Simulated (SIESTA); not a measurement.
SIESTA run on LaAl2Cu3 (Cmmm, 6 atoms in the cell): self-consistent single point.

Method of the run: GGA PBEsol, numerical atomic orbitals DZP, PseudoDojo PBEsol standard norm-conserving potentials (rewritten from UPF to PSML) in SIESTA 5.4.2.

The change in words: lattice scaled by 0.98. Reference geometry:
```
CELL_PARAMETERS angstrom
      2.68800    -4.51426     0.00000
      2.68800     4.51426     0.00000
      0.00000     0.00000     4.17089
ATOMIC_POSITIONS crystal
  La 0.00000 0.00000 0.00000
  Al 0.50000 0.00000 0.50000
  Al 0.00000 0.50000 0.50000
  Cu 0.66109 0.33891 0.00000
  Cu 0.33891 0.66109 0.00000
  Cu 0.50000 0.50000 0.50000
```

Reference input (self-consistent single point, DFT, GGA PBEsol, numerical atomic orbitals DZP, PseudoDojo PBEsol standard norm-conserving potentials (rewritten from UPF to PSML)): XC.functional = GGA; XC.authors = PBEsol; potentials = PseudoDojo PBEsol standard; PAO.BasisSize = DZP; PAO.EnergyShift = 0.005 Ry; MeshCutoff = 400 Ry; kgrid.MonkhorstPack = 5 5 6; OccupationFunction = FD; ElectronicTemperature = 1160.45 K; MaxSCFIterations = 150; SCF.Mixer.Method = Pulay; SCF.Mixer.Weight = 0.1. This run's input differs from it in these lines:

```diff
@@ -13,5 +13,5 @@
 %block LatticeVectors
-     5.079593272   -8.530707496    0.000000000
-     5.079593272    8.530707496    0.000000000
-     0.000000000    0.000000000    7.881847355
+     4.978001595   -8.360093573    0.000000000
+     4.978001595    8.360093573    0.000000000
+     0.000000000    0.000000000    7.724210181
 %endblock LatticeVectors
@@ -20,7 +20,7 @@
      0.000000000    0.000000000    0.000000000  1
-     1.344002500   -2.257128000    2.085447000  2
-     1.344002500    2.257128000    2.085447000  2
-     2.688005000   -1.454402998    0.000000000  3
-     2.688005000    1.454402998    0.000000000  3
-     2.688005000    0.000000000    2.085447000  3
+     1.317122500   -2.211985500    2.043738000  2
+     1.317122500    2.211985500    2.043738000  2
+     2.634245000   -1.425314977    0.000000000  3
+     2.634245000    1.425314977    0.000000000  3
+     2.634245000    0.000000000    2.043738000  3
 %endblock AtomicCoordinatesAndAtomicSpecies
```

Output, abridged:

```
        iscf     Eharris(eV)        E_KS(eV)     FreeEng(eV)     dDmax    Ef(eV) dHmax(eV)
   scf:    1   -15420.517526   -16191.980044   -16192.290559  2.845883 -0.723545 88.745439
   scf:    2   -16622.236749   -16541.736018   -16541.831851  2.291655 -4.330971 11.565847
   scf:    3   -16548.441726   -16545.873433   -16545.960159  0.111658 -4.504343  4.346475
   scf:    4   -16547.164673   -16546.666057   -16546.748626  0.077422 -4.593166  2.023784
   scf:    5   -16546.916857   -16546.908014   -16546.987401  0.121621 -4.708281  1.133810
   [... 6 lines left out ...]
   scf:   12   -16546.964020   -16546.964215   -16547.043345  0.001288 -4.731967  0.045671
   scf:   13   -16546.964347   -16546.964309   -16547.043416  0.000802 -4.732518  0.000743
   scf:   14   -16546.964318   -16546.964314   -16547.043416  0.000087 -4.732627  0.001121
   scf:   15   -16546.964315   -16546.964315   -16547.043417  0.000050 -4.732659  0.000459
SCF Convergence by DM+H criterion
max |DM_out - DM_in|         :     0.0000502749
max |H_out - H_in|      (eV) :     0.0004589604
SCF cycle converged after 15 iterations

Using DM_out to compute the final energy and forces

siesta: E_KS(eV) =           -16546.9643

siesta: E_KS - E_eggbox =    -16546.9643

siesta: Atomic forces (eV/Ang):
     1    0.000000   -0.000000   -0.000000
     2    0.000000    0.000000    0.000000
     3    0.000000   -0.000000    0.000000
     4    0.000000    0.097791    0.000000
     5    0.000000   -0.097791    0.000000
     6   -0.000000   -0.000000   -0.000000
   Tot   -0.000000    0.000000   -0.000000
   Max    0.097791
   Res    0.032597    sqrt( Sum f_i^2 / 3N )
   Max    0.097791    constrained

   [... lines left out ...]
siesta: FreeEng =    -16547.043417
   [... lines left out ...]
siesta:    -0.037159    0.000000   -0.000000
siesta:     0.000000   -0.023297   -0.000000
siesta:    -0.000000   -0.000000   -0.038487

siesta: Cell volume =         95.269448 Ang**3

siesta: Pressure (static):
siesta:                Solid            Molecule  Units
siesta:           0.00035921          0.00036983  Ry/Bohr**3
siesta:           0.03298115          0.03395651  eV/Ang**3
siesta:          52.84162972         54.40433359  kBar
```

The run converged in 15 iterations. Against the reference run the free energy rises by 11.2 meV/atom, the pressure goes from -1.42 to 5.28 GPa and the largest force goes from 0.090 to 0.098 eV/Å.

The starting cell comes from a database of computed structures (which also holds hypothetical and non-ambient phases and stackings), without a prior relaxation at this level. Its lattice was rescaled by a random factor within 2.5 % of one. For this run, on top of that: lattice scaled by 0.98. Spin polarisation is off. Values carry the incompleteness of an atom-centred basis. With a pressure of about 5 GPa the cell is away from its equilibrium volume at this level.

Cost on one core of a shared machine: roughly 3 min.
